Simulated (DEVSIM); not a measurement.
Device: TaN/La2O3/n-InP capacitor, at 300 K.

```csv
layer (left to right),material,thickness (nm),Nd (cm⁻³)
1,La2O3,8.20,-
2,InP,12000,2.6e15
```

Metal gate on the left, work function 4.4 eV. Fixed charge at the semiconductor interface -9.5e10 cm⁻² (in units of +e); no interface traps.

This is a model device: material constants are rounded textbook-type values typed into the input, and sizes, dopings and lifetimes were drawn at random. Values at 300 K.

```csv
parameter,La2O3,InP
gap (eV),5.8,1.344
affinity (eV),1.8,4.38
permittivity,27,12.5
Nc (cm⁻³),-,5.7e17
Nv (cm⁻³),-,1.1e19
```

DEVSIM, 1D Poisson equation in equilibrium, Boltzmann statistics, complete ionisation; no quantum confinement or tunnelling. Metal contacts follow the ideal Schottky-Mott rule: no Fermi-level pinning, no interface dipoles.

The substrate doping was swept, all else fixed.

```csv
substrate doping (cm^-3),minimum of the low-frequency capacitance (μF/cm²),threshold voltage (band bending 2φF) (V),flat-band voltage (V)
1.3e14,0.00414,-1.03,-0.19
2.6e14,0.00576,-1.05,-0.17
5.2e14,0.00803,-1.07,-0.16
1.3e15,0.0120,-1.09,-0.13
2.6e15,0.0166,-1.11,-0.11
5.2e15,0.0230,-1.14,-0.10
```

From the first row to the last the minimum of the low-frequency capacitance goes from 0.00414 to 0.0230. From the first row to the last the threshold voltage (band bending 2φF) goes from -1.03 to -1.14.
